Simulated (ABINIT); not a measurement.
A dielectric-response calculation of BP (F-43m, 2 atoms in the cell) with ABINIT.

Computed with PBE, norm-conserving pseudopotentials (PseudoDojo nc-sr-05 PBE standard) (plane waves; ABINIT).

The input file:

```
# BP, PseudoDojo nc-sr-05 PBE standard
pp_dirpath "./"
pseudos "B.upf, P.upf"
acell 3*1.0
rprim
         0.0000000000    4.3111266944    4.3111266944
         4.3111266944    0.0000000000    4.3111266944
         4.3111266944    4.3111266944    0.0000000000
natom 2
ntypat 2
znucl 5 15
typat 1 2
xred
         0.0000000000    0.0000000000    0.0000000000
         0.2500000000    0.2500000000    0.2500000000
ecut 626 eV
ixc 11
occopt 1
nband 4
kptopt 1
ngkpt 9 9 9
nshiftk 1
shiftk 0 0 0
istwfk *1
nstep 100
tolvrs1 1.0e-16
ndtset 3
prtwf1 1
getwfk2 1
iscf2 -3
kptopt2 2
nqpt2 1
qpt2 0 0 0
rfelfd2 2
tolwfr2 1.0e-20
prtwf2 1
getddk3 2
rfelfd3 3
getwfk3 1
kptopt3 2
nqpt3 1
qpt3 0 0 0
tolvrs3 1.0e-09
chneut 0
enunit 2
```

Log, with long lists cut:

```
--- !BeginCycle
solver: {iscf: 7, nstep: 100, nline: 4, wfoptalg: 0, }
tolerances: {tolvrs: 1.00E-16, }
...

     iter   Etot(hartree)      deltaE(h)  residm     vres2
 ETOT  1  -9.8740143834299    -9.874E+00 6.605E-02 6.281E+01
 ETOT  2  -9.8917204247112    -1.771E-02 1.555E-05 9.820E+00
 ETOT  3  -9.8946100698515    -2.890E-03 3.903E-05 1.527E-01
 ETOT  4  -9.8946469424471    -3.687E-05 3.550E-07 1.466E-03
 ETOT  5  -9.8946470847801    -1.423E-07 1.391E-08 2.711E-05
   [... 2 lines left out ...]
 ETOT  8  -9.8946470870868    -2.359E-12 3.163E-13 1.410E-10
 ETOT  9  -9.8946470870868    -1.066E-14 1.432E-15 7.314E-13
 ETOT 10  -9.8946470870868     3.375E-14 6.062E-17 4.656E-15
 ETOT 11  -9.8946470870867     5.329E-14 1.612E-19 2.671E-17
 At SCF step   11       vres2   =  2.67E-17 < tolvrs=  1.00E-16 =>converged.

 Cartesian components of stress tensor (hartree/bohr^3)
  sigma(1 1)=  9.58793131E-05  sigma(3 2)=  0.00000000E+00
  sigma(2 2)=  9.58793131E-05  sigma(3 1)=  0.00000000E+00
  sigma(3 3)=  9.58793131E-05  sigma(2 1)=  0.00000000E+00

 ----iterations are completed or convergence reached----

 reduced coordinates (array xred) for    2 atoms
       0.000000000000      0.000000000000      0.000000000000
       0.250000000000      0.250000000000      0.250000000000
 cartesian forces (eV/Angstrom) at end:
    1     -0.00000000000000    -0.00000000000000     0.00000000000000
    2      0.00000000000000     0.00000000000000    -0.00000000000000
 frms,max,avg= 4.8046703E-29 7.5274717E-29   0.000E+00  0.000E+00  0.000E+00 e/A
   [... lines left out ...]
 Fermi (or HOMO) energy (hartree) =   0.26042   Average Vxc (hartree)=  -0.39704
 Fermi (or HOMO) energy (eV) =   7.08650   Average Vxc (eV)= -10.80410
total_energy        : -9.89464708708670E+00
-Cartesian components of stress tensor (GPa)         [Pressure= -2.8209E+00 GPa]
 Unit cell volume ucvol=  1.6025159E+02 bohr^3
  WARNING : still subject to testing - especially symmetries.
 Unit cell volume ucvol=  1.6025159E+02 bohr^3
   [... lines left out ...]
   3    2   2    4         0.0000000000         0.0000000000

   1    1   3    4        -0.0000000000         0.0000000000
   2    1   3    4        -0.0000000000         0.0000000000
   3    1   3    4        -0.4726801333         0.0000000000
   1    2   3    4         0.0000000000         0.0000000000
   2    2   3    4        -0.0000000000         0.0000000000
   3    2   3    4         0.4400313738         0.0000000000

 Calculation completed.
```

The run converged in 11 iterations. 

Summary of the result:
- Free energy E − TS: -269.25 eV
- Fermi level (on the code's own zero): 7.09 eV
- Pressure: -2.82 GPa
- ε∞ at this k-point mesh, which may be far from converged in small-gap cells (xx, yy, zz): 9.31, 9.31, 9.31
- Born charges at this mesh (mean of the diagonal, e): B -0.47, P 0.44

The starting cell has typed, rounded lattice constants, without a prior relaxation at this level. Its lattice was rescaled by up to half a per cent.

Cost on one core of a shared machine: roughly 4 min.
